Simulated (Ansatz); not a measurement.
The parent structure is Ge in the diamond structure (space group Fd-3m, No. 227; a = 5.6762 Å).

Perturbation: every Ge is replaced by C; the structure is relaxed again.

Levels (all Ansatz, a first-principles code, PAW): PBEsol (420 eV, without spin-orbit coupling); r2SCAN (500 eV, no SOC).

The geometry is relaxed with PBEsol.

| Property | Result |
|---|---|
| PBEsol electron mass | 1.6 mₑ along k, 0.29 mₑ across (off the special points) |
| PBEsol hole mass | 0.29, 0.29, 0.52 mₑ (at Γ) |
| PBEsol band gap | 4.03 eV |

Task: What does r2SCAN give at this geometry for the electron mass, hole mass and band gap?

Result: The electron mass becomes 1.6 mₑ along k, 0.27 mₑ across (off the special points) (PBEsol: 1.6 mₑ along k, 0.29 mₑ across (off the special points)); the hole mass (degenerate bands, along [100]) becomes 0.28, 0.28, 0.47 mₑ (at Γ) (PBEsol: 0.29, 0.29, 0.52 mₑ (at Γ)); the band gap increases by 0.341 eV (4.03 eV → 4.38 eV).

Single points use the geometry relaxed with PBEsol. Effective masses come from finite differences of ±0.01 Å⁻¹. Along k means along the line from Γ to the band edge. Stability against distortions was not tested.
